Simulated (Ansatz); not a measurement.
TiC: energy against volume

TiC (rock salt, Fm-3m, 10.133 Å³/atom and stress up to 0.01 GPa in the relaxed cell, cube axes along x, y and z) under an equal strain ε along all three axes. r2SCAN in Ansatz, a plane-wave DFT program (PAW, default set), 500 eV, 23×23×23 Γ-centred mesh, Fermi-Dirac smearing 0.10 eV; ions are relaxed, or left where forces stay under 0.02 eV/Å, within the symmetry of each cell.

Here V stands for volume and E for E less E0.

| volume (Å³/atom) | E less E0 (meV/atom) | pressure (GPa) |
|---|---|---|
| 9.2478 | ? | ? |
| 9.5368 | 31.64 | 17.93 |
| 9.6835 | 17.51 | 13.02 |
| 9.8317 | 7.66 | 8.40 |
| 9.9815 | 1.88 | 4.07 |
| 10.1327 | 0.00 | 0.00 |
| 10.2854 | 1.86 | -3.81 |
| 10.4397 | 7.29 | -7.38 |
| 10.5955 | 16.13 | -10.72 |
| 10.7529 | 28.24 | -13.85 |

Q: Using the third-order Birch-Murnaghan form, a cubic in V^(-2/3), estimate the missing E at V = 9.2478 from the other rows, showing the fit.

A: With u = V^(-2/3) - 0.214, the rows have u = 0.008364, 0.006113, 0.003895, 0.001710, -0.000442, -0.002561, -0.004649, -0.006706, -0.008734. Least squares gives E = 0.078 + 351.93·u + 409258·u² - 24566·u³. Residuals (row less fit): 0.003, -0.007, 0.004, 0.004, -0.002, -0.001, 0.000, 0.000, 0.000; standard error 0.004 (degrees of freedom: 5). Its minimum lies at u = -0.000430, so V0 = (0.213570)^(-3/2) = 10.13. There d²E/du² = 818600 and d³E/du³ = -147400, so B0 = (4/9) × 10.13^(-7/3) × 818600 × 0.160218 = 262 GPa (the last factor turns the table's units into GPa), and B0' = 4 + (2/3) × 0.213570 × (-147400)/818600 = 4.0. B0' rests on the cubic coefficient alone and has a standard error of 0.1 from these residuals. At the withheld row, u = 0.012973, so E = 0.078 + 351.93 × 0.012973 + 409258 × 0.012973² - 24566 × 0.012973³ = 73.468 meV/atom. The calculation gives 73.43 meV/atom, 0.038 meV/atom below the prediction (0.1 % of the range of E in the table). The row lies outside the fitted rows, so this is an extrapolation. The scatter of the fitted rows lies at the last printed digit.

In a metal these values are sensitive to mesh and smearing; energies are taken to zero smearing, stresses follow the free energy. The runs aren't spin-polarised. Other structures, which can take over under pressure, weren't tried. The same form fitted to the pressure column gives B0' = 4.0; series where the two differ by over 0.4 aren't shown. Rows are the converged runs of the series near zero and its far end, less any whose ions stayed unrelaxed beside relaxed ones; series whose fitted rows scatter by over a few per cent of the range, as at a crossing or softening among them, aren't shown in this form.
